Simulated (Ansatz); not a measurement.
# Point defects in GaP

Consider an 8-atom supercell of GaP in the zinc blende structure (space group F-43m, No. 216; a = 5.506 Å) at its relaxed geometry.

One neutral defect a cell, atoms relaxed at fixed cell.

Level of theory: PBE/PAW in Ansatz (a program for electronic structure), without spin-orbit coupling, earlier PAW set.

| variant | largest displacement of a host atom from its site in the perfect cell | pressure |
|---|---|---|
| perfect supercell | – | 0.0 GPa |
| Ag on a Ga site | 0.04 Å | 1.6 GPa |
| P vacancy | 0.50 Å | -3.0 GPa |
| Ga on a P site (antisite), symmetric start | 0.05 Å | 3.5 GPa |
| P on a Ga site (antisite) | 0.01 Å | 0.3 GPa |

The magnetic state is the one reached from the starting moments; the real material's order can differ, and small cells can't hold many antiferromagnetic ones. In so small a cell the defect repeats every few ångströms: this is an ordered compound, not a dilute defect. The mesh was chosen for an insulator and is coarse for the gapless case. Defects with a symmetric start kept the site's symmetry and may sit on a saddle; the others started slightly shaken. Starting moments died away, wholly or in part, for Ag on a Ga site, P vacancy, Ga on a P site (antisite) and P on a Ga site (antisite); another magnetic solution may exist.
